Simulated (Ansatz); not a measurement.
Results of PBEsol (Ansatz, a program for electronic structure, plane waves, PAW) for CrSBr (Pmmn, No. 59; cell taken from a computed entry).

Run with plane-wave cutoff 520 eV, 10×8×4 k mesh (along the axes of the cell as run), Fermi–Dirac smearing 0.01 eV, spin-polarised start, scalar-relativistic PAW data made under PBE.

Cell (relaxed with PBEsol):

CrBrS has the orthorhombic space group Pmmn, origin choice 1 (No. 59), Pearson symbol oP6. Cell: a = 3.487 Å, b = 4.661 Å, c = 8.371 Å, α = β = γ = 90.00°. Cr on 2b is coordinated by 4 S at 2.354–2.374 Å and 2 Br at 2.487 Å. S on 2a is surrounded by 4 Cr at 2.354–2.374 Å. Br on 2a is coordinated by 2 Cr at 2.487 Å (bent). (Neighbours: up to the widest gap in distance over summed covalent radii, below 1.35, at either atom; cation-cation and far metal-metal contacts left out.)

Question: Estimate the band gap and direct gap at Γ that the calculation returns.

Answer: 
* **band gap**: 0.30 eV (direct)
* **direct gap at Γ**: 0.62 eV

Measured, for comparison: band gap 1.5 ± 0.2 eV (150 K, not corrected to a static lattice, scanning tunnelling spectroscopy, bulk; as tabulated in Telford et al. (2020), arXiv:2005.06110).

Note: the magnetic order was assumed, not searched for or taken from measurement; the cell has widely spaced layers and the level no dispersion term, so their spacing and the moduli can rest on weak binding.

Spin–orbit coupling is not included.

The computed numbers hold no vibrational or temperature effects.
